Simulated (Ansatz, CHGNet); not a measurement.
**ZrSi₂ (Cmcm, No. 63): properties by level of theory**

Reference values: formation enthalpy -0.625 ± 0.02 eV/atom (measured, 298 K, copied from a table, unchecked, no zero-point or thermal correction; as tabulated in Wang et al. (2021), doi:10.1038/s41598-021-94550-5).

```tsv
level (code)	volume per atom (Å³/atom)	formation enthalpy (eV/atom)
CHGNet 0.3.0	…	-0.699
LDA (Ansatz)	16.02	-0.761
r²SCAN (Ansatz)	…	-0.662
```

Complete the blanks.


- CHGNet 0.3.0, volume per atom (Å³/atom): 16.89
- r²SCAN (Ansatz, an electronic-structure program), volume per atom (Å³/atom): 16.75

Machine-learned potentials (CHGNet 0.3.0) are trained on DFT data: a solid inside that data is no test of them.

Caveats: the energies of CHGNet 0.3.0 can hold anion corrections fitted to measured formation enthalpies (CHGNet 0.3.0); the relaxation could not lower the start's symmetry, so the cell can be a saddle point above a distorted one (CHGNet 0.3.0, LDA, r²SCAN). Ansatz's density-functional and Hartree–Fock values are scalar-relativistic unless marked +SOC, with PAW data made under PBE.

The computed numbers hold no vibrational or temperature effects.
